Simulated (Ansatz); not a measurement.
System: Ti₃AlC (Pm-3m, No. 221, 5 atoms in the cell; start mp-3271). Method: LDA in Ansatz (PAW).

Run with plane-wave cutoff 520 eV, 14×14×14 k mesh, Fermi–Dirac smearing 0.05 eV, no spin polarisation, scalar-relativistic PAW data made under PBE.

Cell (relaxed at this level):

```cif
data_CAlTi3
_chemical_formula_sum 'Ti3 Al1 C1'
_space_group_name_H-M_alt 'Pm-3m'
_space_group_IT_number 221
_space_group_name_Hall '-P 4 2 3'
_cell_length_a 4.10564
_cell_length_b 4.10564
_cell_length_c 4.10564
_cell_angle_alpha 90.000
_cell_angle_beta 90.000
_cell_angle_gamma 90.000
loop_
_atom_site_label
_atom_site_type_symbol
_atom_site_symmetry_multiplicity
_atom_site_Wyckoff_symbol
_atom_site_fract_x
_atom_site_fract_y
_atom_site_fract_z
_atom_site_occupancy
Ti1 Ti 3 c 0.00000 0.50000 0.50000 1
Al1 Al 1 a 0.00000 0.00000 0.00000 1
C1 C 1 b 0.50000 0.50000 0.50000 1
```

Q: What does this level give for the bulk modulus?

A: 
- bulk modulus = 172 GPa

Note: the run has no spin polarisation, so it can have missed a magnetic state; the bulk modulus is −V dP/dV from two relaxed cells at ±2 % in volume; the relaxation could not lower the start's symmetry, so the cell can be a saddle point above a distorted one.

The computed numbers hold no vibrational or temperature effects.

Cost on a shared machine: very roughly 50 core-seconds.

A start named mp-… is a Materials Project structure, which need not be a measured phase.

Ansatz is a program for electronic structure.
